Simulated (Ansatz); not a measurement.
Band-edge transport in semiconductors and insulators: SrZn2N2 (I4/mcm) under several functionals (Ansatz, a program for electronic structure, without spin-orbit coupling). The PBE cell:

```
SrZn2N2
1.0
   -3.30082     3.30082     3.74397
    3.30082    -3.30082     3.74397
    3.30082     3.30082    -3.74397
Sr Zn N
2 4 4
Direct
  0.25000   0.25000   0.00000
  0.75000   0.75000   0.00000
  0.86674   0.36674   0.23349
  0.13326   0.63326   0.76651
  0.36674   0.13326   0.50000
  0.63326   0.86674   0.50000
  0.33467   0.83467   0.16934
  0.66533   0.16533   0.83066
  0.83467   0.66533   0.50000
  0.16533   0.33467   0.50000
```

```json
[
 {"Functional": "PBE", "cell relaxed with": "PBE", "volume (Å³/atom)": "16.32", "band gap": "0.33 eV", "hole conductivity mass": "0.75 mₑ", "Seebeck coefficient, p-type 1e19 cm⁻³": "386 μV/K"},
 {"Functional": "PBEsol", "cell relaxed with": "PBEsol", "volume (Å³/atom)": "15.31", "band gap": "0.48 eV", "hole conductivity mass": "0.72 mₑ", "Seebeck coefficient, p-type 1e19 cm⁻³": "376 μV/K"},
 {"Functional": "r2SCAN", "cell relaxed with": "PBEsol", "volume (Å³/atom)": "15.31", "band gap": "0.87 eV", "hole conductivity mass": "0.73 mₑ", "Seebeck coefficient, p-type 1e19 cm⁻³": "376 μV/K"}
]
```

For the band gap, PBE gives 0.33 eV and r2SCAN 0.87 eV: PBE lies 62 % below.

The PBE and r2SCAN rows stand on cells whose volumes differ by 6.6 %, so the difference holds the effect of the cell as well as that of the functional.

Masses are for dilute carriers at 300 K, harmonic means over directions unless an axis is named. Seebeck coefficients are for the stated density at 300 K, with one relaxation time for all states and whether or not that doping can be reached. Spin-orbit coupling is left out.

Computed structure with no diffraction record at hand here (it may be known, metastable or hypothetical): SrZn2N2 (I4/mcm).
